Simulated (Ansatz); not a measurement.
Results of PBEsol+SOC (Ansatz, a program for electronic structure, plane waves, PAW) for cubic perovskite CsPbBr3 (cubic high-temperature phase).

Settings: plane-wave cutoff 520 eV, 6×6×6 k mesh, Fermi–Dirac smearing 0.01 eV, PAW data made under PBE.

Properties against volume:

```
V (Å³/atom)  P (GPa)  direct gap at Γ (eV)
-----------  -------  --------------------
37.884          1.50                 4.866
38.690          0.95                 4.833
39.496          0.45                 4.802
40.303          0.00                 4.773
41.109         -0.40                 4.744
41.915         -0.76                 4.717
42.721         -1.08                 4.691
```

The fundamental gap (0.20 eV at the equilibrium volume, with added k points) lies elsewhere than Γ–Γ.

Note: the relaxation could not lower the start's symmetry, so the cell can be a saddle point above a distorted one.
